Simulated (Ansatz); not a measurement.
Model: Si(111) 1x1 surface, 6 top atoms, 3 bilayers, bottom bilayer H-capped and fixed, every top atom capped by H; cell 11.5 x 6.6 Å; two neighbouring H replaced by OH; about 7 Å thick over the host's atoms, 18 atoms held. The numbers are results of PBE-D3(BJ) (plane waves to 420 eV, PAW; Ansatz, a program for electronic structure), not measurements. Sampling: 1x2x1 k points. Some slab states were started with spin and the others were run without it. No spin-orbit coupling. No Hubbard U. Results hold for this slab, coverage and mesh. No zero-point or entropy terms are included. Each state was relaxed from one prepared geometry.

End state of this step: the surface fragment of TaCl5 exchanges a second ligand with a neighbouring O-H group. Atoms near the product:

```
atom     x (Å)  y (Å)   z (Å)
------  ------  -----  ------
Si(1)    2.029  3.353   9.489
Si(3)    0.022  4.442   8.875
H(14)    0.026  6.776  11.052
H(45)   -1.948  3.269  11.075
O(48)    2.471  3.340  11.123
H(49)    0.901  3.877  12.348
Ta(a0)   3.882  2.864  12.369
Cl(a1)   3.885  4.602  13.796
Cl(a2)  -0.035  4.480  13.017
Cl(a3)   2.305  1.342  13.208
Cl(a4)   5.498  1.399  13.227
```

### Question
What energy does it take to move HCl into the gas, one a cell, with the surface relaxed behind it, and what are its closest contacts before it leaves?

### Answer
0.26 eV. Its closest contacts to the rest of the cell: H(49)...O(48) 2.06 Å, Cl(a2)...H(45) 2.98 Å, H(49)...Cl(a3) 3.02 Å.

Here TaCl5 is the monomer.
